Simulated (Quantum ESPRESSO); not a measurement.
Input and output of a self-consistent single point for SrAuO2 (P1, 8 atoms in the cell) (Quantum ESPRESSO).

Level of theory: PBEsol, SSSP 1.1.2 efficiency (PBE) pseudopotentials (plane waves; Quantum ESPRESSO 7.5).

```
SrAuO2
1.0
    3.58483    -4.98205     0.00000
    3.58483     4.98205     0.00000
   -0.00199     0.00000     3.67160
Sr Au O
2 2 4
Direct
  0.50063   0.02260   0.99191
  0.01289   0.50479   0.01435
  0.00292   0.99796   0.51409
  0.50713   0.50055   0.48735
  0.68893   0.28408   0.47048
  0.30783   0.71523   0.51589
  0.72707   0.73102   0.80805
  0.25261   0.24378   0.19789
```

Reference input (self-consistent single point, DFT, LDA (PZ), plane waves, GBRV 1.5 ultrasoft (LDA) pseudopotentials): ecutwfc = 40 Ry; ecutrho = 320 Ry; occupations = fixed; potentials = {Sr: sr_lda_v1.uspp.F.UPF, Au: au_lda_v1.uspp.F.UPF, O: o_lda_v1.2.uspp.F.UPF}; K_POINTS = automatic 3 3 5 0 0 0; nbnd = 37; conv_thr = 1e-09 Ry; mixing_beta = 0.7. This run's input differs from it in these lines:

```diff
@@ -13,6 +13,7 @@
    ntyp = 3
-   ecutwfc = 40
-   ecutrho = 320
+   ecutwfc = 60
+   ecutrho = 480
    occupations = 'fixed'
-   nbnd = 37
+   nbnd = 45
+   input_dft = 'pbesol'
 /
@@ -23,5 +24,5 @@
 ATOMIC_SPECIES
-Sr    87.6200  sr_lda_v1.uspp.F.UPF
-Au   196.9666  au_lda_v1.uspp.F.UPF
-O     15.9990  o_lda_v1.2.uspp.F.UPF
+Sr    87.6200  Sr_pbe_v1.uspp.F.UPF
+Au   196.9666  Au_ONCV_PBE-1.0.oncvpsp.upf
+O     15.9990  O.pbe-n-kjpaw_psl.0.1.UPF
 ATOMIC_POSITIONS angstrom
```

Output, abridged:

```
     Self-consistent Calculation

     iteration #  1     ecut=    60.00 Ry     beta= 0.70

---- Real-time Memory Report at c_bands before calling an iterative solver
           570 MiB given to the printing process from OS
           209 MiB allocation reported by mallinfo(arena+hblkhd)
------------------

     negative rho (up, down):  1.288E-01 0.000E+00

     total energy              =    -852.71305520 Ry
     estimated scf accuracy    <       2.00042189 Ry

     iteration #  2     ecut=    60.00 Ry     beta= 0.70

---- Real-time Memory Report at c_bands before calling an iterative solver
   [... lines left out ...]
           726 MiB given to the printing process from OS
           234 MiB allocation reported by mallinfo(arena+hblkhd)
------------------

     negative rho (up, down):  1.321E-01 0.000E+00

     total energy              =    -853.85484791 Ry
     estimated scf accuracy    <          2.6E-09 Ry

     iteration # 14     ecut=    60.00 Ry     beta= 0.70

---- Real-time Memory Report at c_bands before calling an iterative solver
           726 MiB given to the printing process from OS
           234 MiB allocation reported by mallinfo(arena+hblkhd)
------------------

     negative rho (up, down):  1.321E-01 0.000E+00
     End of self-consistent calculation

     highest occupied, lowest unoccupied level (ev):     9.5922   11.1721

!    total energy              =    -853.85484791 Ry
     estimated scf accuracy    <          5.2E-10 Ry

      -> PAW hartree energy AE =     101.22091171 Ry
      -> PAW hartree energy PS =    -100.75220758 Ry
      -> PAW xc energy AE      =     -64.32320359 Ry
      -> PAW xc energy PS      =      27.30628946 Ry
      -> total E_H with PAW    =     215.15944831 Ry
      -> total E_XC with PAW   =    -152.50901948 Ry

     convergence has been achieved in  14 iterations

     negative rho (up, down):  1.321E-01 0.000E+00

     Forces acting on atoms (cartesian axes, Ry/au):

     atom    1 type  1   force =    -0.02183999   -0.02200580   -0.00969273
   [... lines left out ...]
     Total force =     0.130196     Total SCF correction =     0.000058
   [... lines left out ...]

     negative rho (up, down):  1.321E-01 0.000E+00
          total   stress  (Ry/bohr**3)                   (kbar)     P=      -58.30
  -0.00062683  -0.00003000   0.00020229          -92.21       -4.41       29.76
  -0.00003000  -0.00022646  -0.00001713           -4.41      -33.31       -2.52
   0.00020229  -0.00001713  -0.00033562           29.76       -2.52      -49.37

   JOB DONE.
```

The run converged in 14 iterations. Against the reference run the pressure goes from -9.00 to -5.83 GPa, the largest force goes from 2.070 to 2.024 eV/Å and the gap on the mesh moves little (1.578 to 1.580 eV).

The starting cell comes from a database of computed structures (which also holds hypothetical and non-ambient phases and stackings), without a prior relaxation at this level. Its atoms were displaced at random from the sites of space group no. 12. Spin-orbit coupling is off. With a pressure of about -6 GPa the cell is away from its equilibrium volume at this level. Forces in this geometry exceed 1 eV/Å.

Cost on one core of a shared machine: roughly 2 min.
